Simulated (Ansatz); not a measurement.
Consider Cu in the fcc (Cu type) structure (space group Fm-3m, No. 225; a = 3.5634 Å; relaxed with 0.1 eV smearing).

The values are results of Kohn–Sham DFT with the PBEsol functional, run in Ansatz (a quantum-chemistry and plane-wave program) with PAW and 420 eV plane waves, scalar-relativistic without spin-orbit coupling, earlier PAW set, not measurements.

Before the change:

The pressure is 0.0 GPa.

Perturbation: every lattice vector is stretched by 1.32 %; the atoms relax in the strained cell.

Question: What happens to the pressure?

Answer: The pressure goes from zero to -6.0 GPa.

Question: How does this affect the energy relative to the base?

Answer: The energy grows by 8.8 meV/atom.

No phonon test of stability was made. The final runs are not spin-polarised.
